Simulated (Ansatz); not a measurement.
A constructed model of the (111) surface of fcc Al, a pseudomorphic layer of Pt in the host's stacking (bottom of the slab: a bare face, its two planes held)

All values below come from PBE (plane waves to 420 eV, PAW; Ansatz, a program for electronic structure).

Slab: 7 atoms, 13.8 Å thick at the start with caps and adatoms (thin: gaps and levels are the slab's own); k 15x15x1, smearing 0.1 eV, dipole-corrected; 2 atoms held, the rest relaxed; start symmetry kept, larger cells not searched; no spin, no spin-orbit, no U. In PBE it is, or lies within 0.01 eV a 1x1 cell of, the lowest of the 2 structures of its composition computed so far; subsurface sites and larger cells were not tried.

```yaml
work_function_of_the_top_face: 4.90 eV
energy_released_by_relaxation: 0.13 eV
cost: about 50 core-seconds (a rough figure)
```
